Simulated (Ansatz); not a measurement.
For B2O3 (model structure, P-62c, No. 190, 10 atoms in the cell), LDA (PAW; Ansatz, a first-principles code) gives:

| Property | Result |
|---|---|
| equilibrium lattice constant a | 4.335 Å |
| c axis length | 6.297 Å |
| cohesive energy | 7.75 eV/atom |
| band gap | 4.49 eV |

### Question
What does r²SCAN in Ansatz (plane waves, PAW) give for the same quantities?

### Answer

- lattice constant a: 4.367 Å (increases by 0.7 %)
- lattice parameter c: 6.660 Å (goes up by 5.8 %)
- cohesive energy: 6.68 eV/atom (shrinks by 1.07 eV/atom)
- band gap: 5.69 eV (increases by 1.20 eV)

Changes are worked out from the printed values.

Unless a cell is named, each level is at its own relaxed cell (LDA 10.25, r²SCAN 11.00 Å³/atom).

Density-functional gaps are differences of (generalised) Kohn–Sham levels.

Ansatz's density-functional and Hartree–Fock values are scalar-relativistic unless marked +SOC, with PAW data made under PBE.

A model structure was made by putting elements into a prototype or built by hand; it is no filed structure, need not be a known phase, and can be a saddle point held by its symmetry.
